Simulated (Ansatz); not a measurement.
A computed series for SrTe: pressure series

Base system: SrTe in the rock salt structure (space group Fm-3m, No. 225; a = 6.6067 Å).

Cell and atoms are relaxed at each pressure.

Method: PBEsol/PAW in Ansatz (a program for electronic structure), no SOC.

Two rows of this table had their results exchanged by mistake.

```csv
pressure,volume per atom (Å³),shortest distance (Å),band gap
pressure −2 GPa,38.43,3.375,1.73 eV
pressure −1 GPa,37.16,3.337,1.65 eV
pressure 0.3 GPa,35.75,3.294,1.55 eV
pressure 0.7 GPa,35.38,3.283,1.52 eV
pressure 1.5 GPa,34.68,3.261,1.46 eV
pressure 3 GPa,29.86,3.102,0.94 eV
pressure 5 GPa,32.27,3.184,1.23 eV
pressure 7.5 GPa,30.96,3.140,1.08 eV
pressure 10 GPa,33.54,3.225,1.36 eV
```

Which two?

The rows for pressure 3 GPa and pressure 10 GPa: the volume has to fall steadily with pressure, so 33.54 Å³ belongs to pressure 3 GPa and 29.86 Å³ to pressure 10 GPa.

With Te present, leaving out spin-orbit coupling can change the band edges. Load acts through the strain it causes; cell and atoms are relaxed under it. Stability against distortions was not tested. Competing high-pressure phases were not computed.
